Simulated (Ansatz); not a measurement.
The reference is TaN in the rock salt structure (space group Fm-3m, No. 225; a = 4.3756 Å).

The change: Y takes the place of Ta on all its sites, then cell and atoms are relaxed.

Levels (all Ansatz, a program for electronic structure, PAW): PBEsol (420 eV, no spin-orbit coupling); r2SCAN (500 eV, scalar-relativistic without spin-orbit coupling).

The geometry is relaxed with PBEsol.

| Quantity | Value |
|---|---|
| PBEsol band gap | 0.08 eV |
| PBEsol pressure | 0.00 GPa |
| PBEsol smallest direct gap | 0.45 eV |

Q: Predict the band gap, pressure and smallest direct gap from r2SCAN.

A: The band gap rises by 0.46 eV (0.08 eV → 0.54 eV); the pressure goes from zero to 4.34 GPa; the smallest direct gap increases by 0.47 eV, from 0.45 eV to 0.92 eV.

Single points use the geometry relaxed with PBEsol. Their cutoffs differ, which shifts pressures a little. Whether these cells are dynamically stable was not tested. All final runs are without spin polarisation. This is not the structure that TaN has at room temperature and ambient pressure. The zero or small gap of YN can change with the level of theory.
